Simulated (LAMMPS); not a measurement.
MD of Cu (fcc) at zero pressure, 2048 atoms, as a crystal; each row is its own run.

Computed with classical MD, pair style eam/alloy, file Cu_zhou.eam.alloy; code LAMMPS.

```csv
T (K),enthalpy (eV/atom)
200,-3.4876
300,-3.4610
810,-3.3191
1020,-3.2545
1220,-3.1868
```

Task: Fit a straight line, y = a + b x, to these rows (x is the first column, y the second) and predict the run at x = 610.

Result: Least squares gives a = -3.5488 and b = 0.0002916. At x = 610 the fit predicts -3.3710 eV/atom. The run itself gave -3.3762 ± 0.0002 eV/atom, so the fit is 5.2 meV/atom high.

Caution (row 1220): this crystal lies over the melting point of about 1140 K that EAM-type Cu_zhou.eam.alloy gives, so it is superheated.
